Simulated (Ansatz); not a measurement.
Take SrTiO3 in the cubic perovskite structure (space group Pm-3m, No. 221) as the base.

```yaml
crystal:
  lattice:
    - [3.85418, 0.00000, 0.00000]
    - [0.00000, 3.85418, 0.00000]
    - [0.00000, 0.00000, 3.85418]
  atoms:
    - { symbol: Sr, position: [0.00000, 0.00000, 0.00000] }
    - { symbol: Ti, position: [0.50000, 0.50000, 0.50000] }
    - { symbol: O, position: [0.50000, 0.00000, 0.50000] }
    - { symbol: O, position: [0.00000, 0.50000, 0.50000] }
    - { symbol: O, position: [0.50000, 0.50000, 0.00000] }
```

Cartesian axes are those of the cell as printed.

Level of theory: Ansatz (an electronic-structure program), LDA, PAW, cutoff 420 eV, no spin-orbit coupling.

Strains are applied to the cell and any free atomic positions relax; under biaxial strain the out-of-plane vector relaxes too.

One change was made to it. Results:

```csv
quantity,base,after
volume per atom,11.45 Å³,11.30 Å³
band gap,1.85 eV,1.84 eV
```

### Question
Which of these changes matches the shifts?
(A) biaxial strain −2.00 %, plane normal [111], relaxed out of plane
(B) biaxial strain −2.50 %, plane normal [111], relaxed out of plane
(C) biaxial strain −1.00 %, plane normal [111], relaxed out of plane

### Answer
C, biaxial strain −1.00 %, plane normal [111], relaxed out of plane. For comparison, the volume per atom in the other runs: biaxial strain −2.50 %, plane normal [111], relaxed out of plane gives 11.08 Å³; biaxial strain −2.00 %, plane normal [111], relaxed out of plane gives 11.15 Å³.

Whether these cells are dynamically stable was not tested. The final runs are not spin-polarised. Many cubic perovskites are stable only at high temperature; tilts and polar distortions were not tested.
